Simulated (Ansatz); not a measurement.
**PBE against PBEsol: hypothetical cubic perovskite NaCdI3, tensor shear ε_yz = −1.32 %**

Take NaCdI₃ in the cubic perovskite structure (space group Pm-3m, No. 221; a = 5.962 Å; a hypothetical phase, not in the database extracts checked) as the base. Axes: x, y, z lie along the cube axes.

(Cell as relaxed with PBE.)

Levels (all Ansatz, an electronic-structure program, PAW): PBE (420 eV, no spin-orbit coupling); PBEsol (420 eV, spin-orbit coupling left out).

Each level relaxes its own structure.

| base | PBE | PBEsol |
|---|---|---|
| volume per atom | 42.39 Å³ | 39.78 Å³ |
| lattice parameter a | 596.2 pm | 583.7 pm |
| band gap | zero | zero |

Now apply this change: a pure shear with ε_yz = ε_zy = -0.0132; the atoms relax in the strained cell.

| quantity | PBE | PBEsol |
|---|---|---|
| energy relative to the base (free energy F) | +0.5 meV/atom | +0.5 meV/atom |
| pressure (mean of the normal stresses, compression positive) | 0.0 GPa | 0.0 GPa |
| band gap | zero | zero |

The two agree on the energy relative to the base, pressure and band gap. Neither level is exact; PBEsol is the comparison here, not a measurement.

Without a gap, meshes like the base's 8×8×8 leave anisotropic stresses uncertain by several tenths of a GPa, and small strain energies with them. With I present, leaving out spin-orbit coupling can change the band edges. Whether these cells are dynamically stable was not tested. The final runs are not spin-polarised. Many cubic perovskites are stable only at high temperature; tilts and polar distortions were not tested. The zero or small gap of NaCdI3 can change with the level of theory.
